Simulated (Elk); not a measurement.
# Elk run on ScBPt3 (Pm-3m, 5 atoms in the cell): self-consistent single point

Computed with Elk with PBEsol, all-electron FP-LAPW, Elk's shipped species files, APW+lo basis with extra local orbitals.

Input:

```
tasks
  0

xctype
  22

rgkmax
  7.5

gmaxvr
  14.0

nxlo
  2

lorbcnd
  .true.

rmtscf
  0.82

lmaxi
  2

stype
  0

swidth
  0.00183747

avec
    8.0696181015    0.0000000000    0.0000000000
    0.0000000000    8.0696181015    0.0000000000
    0.0000000000    0.0000000000    8.0696181015

sppath
  'species/'

atoms
  3   : nspecies
  'Sc.in'   : spfname
  1   : natoms; atposl, bfcmt below
  0.0000000000  0.0000000000  0.0000000000    0.0 0.0 0.0
  'B.in'   : spfname
  1   : natoms; atposl, bfcmt below
  0.5000000000  0.5000000000  0.5000000000    0.0 0.0 0.0
  'Pt.in'   : spfname
  3   : natoms; atposl, bfcmt below
  0.0000000000  0.5000000000  0.5000000000    0.0 0.0 0.0
  0.5000000000  0.0000000000  0.5000000000    0.0 0.0 0.0
  0.5000000000  0.5000000000  0.0000000000    0.0 0.0 0.0

ngridk
  5 5 5
```

Output, abridged:

```
│ Elk code version 10.2.4 │

All units are atomic (Hartree, Bohr, etc.)

│ Ground-state run starting from atomic densities │

Lattice vectors :
   8.069618101       0.000000000       0.000000000
   0.000000000       8.069618101       0.000000000
   0.000000000       0.000000000       8.069618101

Unit cell volume      :    525.4833332
Brillouin zone volume :   0.4720420188

Muffin-tin inner radius fraction :   0.1000000000E-01

Nuclei treated as point charges

Species :    1 (Sc)
 parameters loaded from : Sc.in
 name : scandium
 nuclear charge    :   -21.00000000
 electronic charge :    21.00000000
 atomic mass :    81949.61066
 muffin-tin radius :    1.968000000
 number of radial points in muffin-tin :    497
 atomic positions (lattice), magnetic fields (Cartesian) :
   1 :   0.00000000  0.00000000  0.00000000    0.00000000  0.00000000  0.00000000

Species :    2 (B)
 parameters loaded from : B.in
 name : boron
 nuclear charge    :   -5.000000000
 electronic charge :    5.000000000
 atomic mass :    19707.24741
 muffin-tin radius :    1.476000000
 number of radial points in muffin-tin :    297
 atomic positions (lattice), magnetic fields (Cartesian) :
   1 :   0.50000000  0.50000000  0.50000000    0.00000000  0.00000000  0.00000000

Species :    3 (Pt)
 parameters loaded from : Pt.in
 name : platinum
 nuclear charge    :   -78.00000000
 electronic charge :    78.00000000
 atomic mass :    355605.4398
 muffin-tin radius :    2.296000000
 number of radial points in muffin-tin :    697
 atomic positions (lattice), magnetic fields (Cartesian) :
   1 :   0.00000000  0.50000000  0.50000000    0.00000000  0.00000000  0.00000000
   2 :   0.50000000  0.00000000  0.50000000    0.00000000  0.00000000  0.00000000
   3 :   0.50000000  0.50000000  0.00000000    0.00000000  0.00000000  0.00000000

Total number of atoms per unit cell :    5

Spin treatment :
 spin-unpolarised

Number of Bravais lattice symmetries :   48
   [... lines left out ...]
Maximum |G| for potential and density :    14.00000000
 potential will be trimmed for |G| > 2 gkmax
Constant for pseudocharge density :    8
Radial integration step length :    4

G-vector grid sizes :     36    36    36
Number of G-vectors :    24303

Maximum angular momentum used for
 APW functions                      :    8
 outer part of muffin-tin           :    6
 inner part of muffin-tin           :    2

Total nuclear charge    :   -260.0000000
Total core charge       :    156.0000000
Total valence charge    :    104.0000000
Total excess charge     :    0.000000000
Total electronic charge :    260.0000000

Effective Wigner radius, rₛ :   0.7843303061

Number of empty states         :   20
Total number of valence states :   72
Total number of core states    :  156

Conduction state local-orbitals added automatically
Total number of local-orbitals :  443

Exchange-correlation functional :     22     0     0
 PBEsol, Phys. Rev. Lett. 100, 136406 (2008)
 gradient requirement :    1
 generalised gradient approximation (GGA)

Smearing type :    0
 Gaussian
Smearing width :   0.1837470000E-02
Effective electronic temperature (K) :    580.2271348

Mixing type :    3
 Broyden mixing, J. Phys. A: Math. Gen. 17, L317 (1984)

Kohn-Sham potential initialised from atomic data
│ Self-consistent loop started │
│ Loop number : 1 │
 total energy                :     -56066.2399573
│ Loop number : 2 │
 total energy                :     -56068.7592626
RMS change in Kohn-Sham potential (target) :    2.745509897     (  0.1000000000E-05)
Absolute change in total energy (target)   :    2.519305335     (  0.1000000000E-03)
│ Loop number : 3 │
 total energy                :     -56064.9970950
RMS change in Kohn-Sham potential (target) :    2.664504161     (  0.1000000000E-05)
Absolute change in total energy (target)   :    3.132341312     (  0.1000000000E-03)
│ Loop number : 4 │
 total energy                :     -56106.9615802
RMS change in Kohn-Sham potential (target) :    1.214935950     (  0.1000000000E-05)
Absolute change in total energy (target)   :    41.18139986     (  0.1000000000E-03)
│ Loop number : 5 │
 total energy                :     -56085.3642046
RMS change in Kohn-Sham potential (target) :   0.4308209841     (  0.1000000000E-05)
Absolute change in total energy (target)   :    11.30202563     (  0.1000000000E-03)
   [... lines left out ...]
Absolute change in total energy (target)   :   0.2245290147E-02 (  0.1000000000E-03)
│ Loop number : 15 │
 total energy                :     -56113.1251854
RMS change in Kohn-Sham potential (target) :   0.7609405198E-05 (  0.1000000000E-05)
Absolute change in total energy (target)   :   0.2563246962E-03 (  0.1000000000E-03)
│ Loop number : 16 │
 total energy                :     -56113.1254901
RMS change in Kohn-Sham potential (target) :   0.2265123768E-05 (  0.1000000000E-05)
Absolute change in total energy (target)   :   0.3687716380E-03 (  0.1000000000E-03)
│ Loop number : 17 │
 total energy                :     -56113.1251239
RMS change in Kohn-Sham potential (target) :   0.8558394018E-06 (  0.1000000000E-05)
Absolute change in total energy (target)   :   0.2740522177E-03 (  0.1000000000E-03)
│ Loop number : 18 │
 total energy                :     -56113.1252482
RMS change in Kohn-Sham potential (target) :   0.1120430983E-06 (  0.1000000000E-05)
Absolute change in total energy (target)   :   0.5581170262E-04 (  0.1000000000E-03)
Convergence targets achieved

│ Loop number : 19 │

Energies :
 Fermi                       :     0.410994017232
 sum of eigenvalues          :     -34433.6859861
 electron kinetic            :      64099.1434039
 core electron kinetic       :      61567.6926876
 Coulomb                     :     -119113.620893
 Coulomb potential           :     -97086.3186017
 nuclear-nuclear             :     -4237.89085044
 electron-nuclear            :     -132665.141483
 Hartree                     :      17789.4114406
 Madelung                    :     -70570.4615919
 xc potential                :     -1446.51078833
 exchange                    :     -1081.41116127
 correlation                 :     -17.2366083977
 total energy                :     -56113.1252585

Density of states at Fermi energy :    144.8351193
 (states/Hartree/unit cell)

Estimated indirect band gap :   0.2140701552E-02
 from k-point      7 to k-point      8
Estimated direct band gap   :   0.1917744344E-01
 at k-point      6

Charges :
 core                        :    156.0000000
 valence                     :    104.0000000
 interstitial                :    11.15107298
 muffin-tins (core leakage)
  species :    1 (Sc)
   atom    1                 :    18.25594076     (  0.3271939075E-06)
  species :    2 (B)
   atom    1                 :    3.233971633     (  0.6519428439E-03)
  species :    3 (Pt)
   atom    1                 :    75.78633821     (  0.2152634239E-02)
   atom    2                 :    75.78633821     (  0.2152634239E-02)
   atom    3                 :    75.78633821     (  0.2152634239E-02)
 total in muffin-tins        :    248.8489270
 total calculated charge     :    259.9888543
 total charge                :    260.0000000
 error                       :   0.1114570884E-01

│ Self-consistent loop stopped │
```

The run converged in 19 iterations. The count includes the last loop, which Elk runs after its targets are met.

The starting cell comes from a database of computed structures (which also holds hypothetical and non-ambient phases and stackings), without a prior relaxation at this level. Its lattice was rescaled by a random factor within 2.5 % of one. Spin-orbit coupling is off. Spin polarisation is off. Values depend on the basis (sphere radii, cutoffs, local orbitals), which need not be converged. The log's line on a gap gives a spacing of levels on this mesh, which the program prints for metals too.

Cost on one core of a shared machine: roughly 50 s.
